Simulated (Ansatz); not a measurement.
A self-consistent single point of Sb (R-3m, 2 atoms in the cell) with Ansatz (a first-principles code).

Method: PBEsol, default PAW files made with PBE (plane waves; Ansatz).

```xyz
2
Lattice="3.9771 -2.1658 0.0000 3.9771 2.1658 0.0000 2.7977 0.0000 3.5610" Properties=species:S:1:pos:R:3 pbc="T T T"
Sb     2.5581     0.0000     0.8472
Sb     8.2414     0.0000     2.7295
```

Reference input (self-consistent single point, DFT, PBEsol, plane waves, default PAW files made with PBE): basis.ecutwfc = 420 eV; kpoints.mp_grid.grid = 9 9 9; hamiltonian.xc = pbesol; hamiltonian.pseudopotentials = {kind: paw} (the program's default PAW files); scf.occupations.method = fermi_dirac; scf.occupations.width = 0.1 eV. This run's input differs from it in these lines:

Ansatz 0.2 input:
```diff
@@ -12,3 +12,3 @@
   mp_grid:
-    grid: [9, 9, 9]
+    grid: [5, 5, 5]
 hamiltonian:
@@ -20,3 +20,3 @@
     method: fermi_dirac
-    width: 0.1 eV
+    width: 0.05 eV
 output:
```

Output, abridged:

```
SCF iter   1: F=—  HF=-12816.198869 eV  |F-HF|=—  |Δ(HF+E_count)|=         —  Δρ=2.73e-3  dr2=3.09e-3  ethr=1.77e-3  ⟨swp⟩=6.1  Hψ=1854  notcnv=0
all-band conjugate gradients solve this SCF's bands
preconditioner: auto → none
SCF iter   2: F=—  HF=-12816.195987 eV  |F-HF|=—  |Δ(HF+E_count)|=   2.88e-3  Δρ=1.14e-3  dr2=4.58e-4  ethr=1.03e-5  ⟨swp⟩=2.7  Hψ=817  notcnv=0
SCF iter   3: F=—  HF=-12816.195966 eV  |F-HF|=—  |Δ(HF+E_count)|=   2.04e-5  Δρ=1.66e-4  dr2=1.44e-5  ethr=1.53e-6  ⟨swp⟩=2.1  Hψ=639  notcnv=0
SCF iter   4: F=—  HF=-12816.195967 eV  |F-HF|=—  |Δ(HF+E_count)|=   5.22e-7  Δρ=9.37e-5  dr2=4.68e-6  ethr=4.79e-8  ⟨swp⟩=2.0  Hψ=648  notcnv=0
SCF iter   5: F=—  HF=-12816.195965 eV  |F-HF|=—  |Δ(HF+E_count)|=   1.67e-6  Δρ=2.12e-5  dr2=2.36e-7  ethr=1.56e-8  ⟨swp⟩=2.0  Hψ=646  notcnv=0
SCF iter   6: F=-12816.195965 eV  HF=-12816.195965 eV  |F-HF|=1.71e-8  |Δ(HF+E_count)|=   9.88e-8  Δρ=5.67e-6  dr2=1.82e-8  ethr=3.33e-10  ⟨swp⟩=6.1  Hψ=1770  notcnv=0
SCF 1 converged in 6 iterations: F = -12816.195965 eV  dr2 = 1.82e-8
Free energy (F): -12816.195965 eV
Internal energy: -12816.193671 eV  (E = F + TS)
E sigma→0 (E₀):  -12816.194818 eV
Entropy (-TS):   -0.002294 eV (-1.147 meV/atom)
Fermi energy:    9.702427 eV
--- Forces (eV/Å), atoms counted from 1 ---
  atom   1  Sb    -0.28887961    -0.00000000    -0.09567554
  atom   2  Sb     0.28887961     0.00000000     0.09567554
--- Stress (GPa, compression-positive) ---
       -2.192019       0.000000      -0.352734
        0.000000      -1.126985      -0.000000
       -0.352734      -0.000000      -1.243809
  P = ⅓ Tr σ = -1.5209 GPa (-15.209 kbar)
  The stress holds the Pulay correction. Without it, at fixed plane waves, as pw.x and ABINIT print it: P = -1.5551 GPa
```

The run converged in 6 iterations. Against the reference run the free energy drops by 12.3 meV/atom, the pressure stays near -1.52 GPa while the xx stress (positive for compression) goes from -1.73 to -2.19 GPa and the largest force goes from 0.152 to 0.304 eV/Å.

The starting cell has typed, rounded lattice constants, without a prior relaxation at this level. Its lattice was rescaled by up to half a per cent. One atom was moved a little off its site on purpose. Ansatz's pressure includes its estimate of the finite-basis (Pulay) stress.
